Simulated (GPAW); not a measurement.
Band structure of Rb3Ba (I4/mmm, 4 atoms in the cell).

```xyz
4
Lattice="-3.3826 3.3826 7.3957 3.3826 -3.3826 7.3957 3.3826 3.3826 -7.3957" Properties=species:S:1:pos:R:3 pbc="T T T"
Rb     0.0000     3.3826     3.6978
Rb     3.3826     0.0000     3.6978
Rb     0.0000     0.0000     7.3957
Ba     0.0000     0.0000     0.0000
```

Method: PBEsol, GPAW PAW datasets PBEsol (made by gpaw-setup) (plane waves; GPAW 25.7.0).

Settings: mode = pw; ecut = 550 eV; xc = PBEsol; kpts = 5 5 5; mesh shift (steps) = 0 0 0; occupations.name = fermi-dirac; occupations.width = 0.1 eV; nbands = -8; convergence.density = 1e-05 e/electron; symmetry.symmorphic = false; symmetry.tolerance = 0.0005; maxiter = 100; bandpath_npoints = 40.

The starting cell comes from a database of computed structures (which also holds hypothetical and non-ambient phases and stackings), without a prior relaxation at this level. Its lattice was rescaled by a random factor within 2.5 % of one.

Levels in eV from the Fermi level, bands 15 to 22:
| point | 15 | 16 | 17 | 18 | 19 | 20 | 21 | 22 |
|---|---|---|---|---|---|---|---|---|
| Γ | -12.57 | -12.57 | -2.19 | 0.00 | 0.28 | 0.82 | 0.82 | 0.89 |
| X | -12.58 | -12.56 | -0.52 | -0.22 | -0.20 | -0.18 | 0.62 | 0.70 |
| Y | -12.58 | -12.57 | -0.57 | -0.34 | -0.30 | -0.16 | 0.69 | 0.71 |
| S | -12.57 | -12.57 | -1.00 | -0.65 | -0.65 | 0.51 | 0.78 | 0.90 |
| Z | -12.57 | -12.57 | -1.50 | -1.16 | 0.03 | 0.34 | 0.81 | 0.81 |
| S1 | -12.57 | -12.57 | -1.00 | -0.65 | -0.65 | 0.51 | 0.78 | 0.90 |
| N | -12.57 | -12.57 | -1.15 | -0.83 | 0.10 | 0.42 | 0.64 | 0.87 |
| P | -12.57 | -12.57 | -0.49 | -0.28 | -0.19 | -0.19 | 0.65 | 0.65 |
| Y1 | -12.58 | -12.57 | -0.57 | -0.34 | -0.30 | -0.16 | 0.69 | 0.71 |

Bands cross the Fermi level along this path, so the cell is metallic at this level.
